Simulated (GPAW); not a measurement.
GPAW run on PbO (P1, 8 atoms in the cell): self-consistent single point.

Computed with PBEsol, GPAW PAW datasets PBEsol (made by gpaw-setup) (plane waves; GPAW).

The change in words: lattice scaled by 0.98. Reference geometry:
```
PbO
1.0
    5.79079     0.00000     0.00000
    0.00000     5.95512     0.00000
    0.00000     0.00000     5.45170
Pb O
4 4
Direct
  0.48740   0.26743   0.75707
  0.51923   0.71735   0.25782
  0.01842   0.27367   0.24349
  0.96935   0.72986   0.74024
  0.11507   0.37564   0.87730
  0.88907   0.61646   0.35699
  0.38629   0.39548   0.37111
  0.61516   0.62411   0.87410
```

Reference input (self-consistent single point, DFT PBEsol, plane waves, GPAW PAW datasets PBEsol (made by gpaw-setup)): mode = pw; ecut = 950 eV; xc = PBEsol; kpts = 3 3 3; mesh shift (steps) = 0 0 0; occupations.name = fermi-dirac; occupations.width = 0.01 eV; nbands = -8; convergence.density = 1e-05 e/electron; convergence.bands = -6; symmetry.symmorphic = false; symmetry.tolerance = 0.0005. This run's input differs from it in these lines:

```diff
@@ -5,5 +5,5 @@
 atoms = Atoms(['Pb', 'Pb', 'Pb', 'Pb', 'O', 'O', 'O', 'O'],
-              cell=[[5.790790, 0.000000, 0.000000],
-                    [0.000000, 5.955120, 0.000000],
-                    [0.000000, 0.000000, 5.451700]],
+              cell=[[5.674974, 0.000000, 0.000000],
+                    [0.000000, 5.836018, 0.000000],
+                    [0.000000, 0.000000, 5.342666]],
               scaled_positions=[[0.487403, 0.267434, 0.757070],
```

Output (repeated stretches shortened):

```
     iter     time        total  log10-change:
                         energy   eigst   dens
iter:   1 --:--:--   -54.956742   +0.39
iter:   2 --:--:--   -52.315700   -0.41  -1.00
iter:   3 --:--:--   -47.290744   -0.11  -1.06
iter:   4 --:--:--   -47.326385   -1.23  -1.36
iter:   5 --:--:--   -47.445600   -1.25  -1.42
iter:   6 --:--:--   -47.169352   -1.40  -1.75
iter:   7 --:--:--   -47.156477   -1.97  -2.13
iter:   8 --:--:--   -47.150477c  -3.06  -2.06
iter:   9 --:--:--   -47.159806c  -2.85  -2.64
iter:  10 --:--:--   -47.151370c  -3.09  -2.46
iter:  11 --:--:--   -47.150683c  -4.10  -2.85
iter:  12 --:--:--   -47.150647c  -4.16  -2.92
   [... 9 lines left out ...]
iter:  22 --:--:--   -47.150590c  -6.31  -4.35
iter:  23 --:--:--   -47.150590c  -6.63  -4.36
iter:  24 --:--:--   -47.150590c  -6.86  -4.37
iter:  25 --:--:--   -47.150590c  -7.06  -4.48
iter:  26 --:--:--   -47.150589c  -7.68c -4.49
iter:  27 --:--:--   -47.150590c  -7.07  -4.69
iter:  28 --:--:--   -47.150589c  -7.69c -4.71
iter:  29 --:--:--   -47.150589c  -7.68c -5.03c
Converged after 29 iterations.

Dipole moment: (2.757208, -0.219860, 2.233183) |e|*Ang

Energy contributions relative to reference atoms: (reference = -2276627.844788)

Kinetic:        +78.342926
Potential:      -79.263455
External:        +0.000000
XC:             -46.540802
Entropy (-ST):   +0.000000
Local:           +0.310742
SIC:             +0.000000
--------------------------
Free energy:    -47.150589
Extrapolated:   -47.150589

Showing only first 2 kpts
 Kpt  Band  Eigenvalues  Occupancy
  0    38      3.42821    2.00000
  0    39      4.01807    2.00000
  0    40      6.78569    0.00000
  0    41      7.02798    0.00000

  1    38      3.03293    2.00000
  1    39      3.70983    2.00000
  1    40      7.05411    0.00000
  1    41      7.69857    0.00000

Fermi level: 5.48977

Gap: 2.240 eV
Transition (v -> c):
   [... lines left out ...]
Direct gap: 2.768 eV
   [... lines left out ...]
  2 Pb    0.23514   -0.07876    0.82400
  3 Pb    0.34463   -0.45290    0.41064
  4 O     0.37256    0.46555   -0.99931
  5 O    -0.16400   -0.01655    0.08507
  6 O    -0.36392   -1.16344    0.39288
  7 O    -0.08116   -0.59119   -0.55743

Stress tensor:
     0.014204    -0.005372     0.002082
    -0.005372     0.005021     0.001168
     0.002082     0.001168     0.000764
Stress (GPa, Voigt): [ 2.2758  0.8044  0.1223  0.1872  0.3335 -0.8608]
```

The run converged in 29 iterations. GPAW prints stress with tension positive. Against the reference run the free energy goes down by 25.5 meV/atom, the largest force goes from 1.674 to 1.281 eV/Å and the gap on the mesh goes from 2.203 to 2.240 eV.

At such cutoffs GPAW's stress carries a finite-basis (Pulay) error, which enters relaxed cells too; its log prints stress with tension positive.

The starting cell comes from a database of computed structures (which also holds hypothetical and non-ambient phases and stackings), without a prior relaxation at this level. Its atoms were displaced at random from the sites of space group no. 29. For this run, on top of that: lattice scaled by 0.98. Spin-orbit coupling is off. Forces in this geometry exceed 1 eV/Å.

Cost on one core of a shared machine: roughly 5 min.
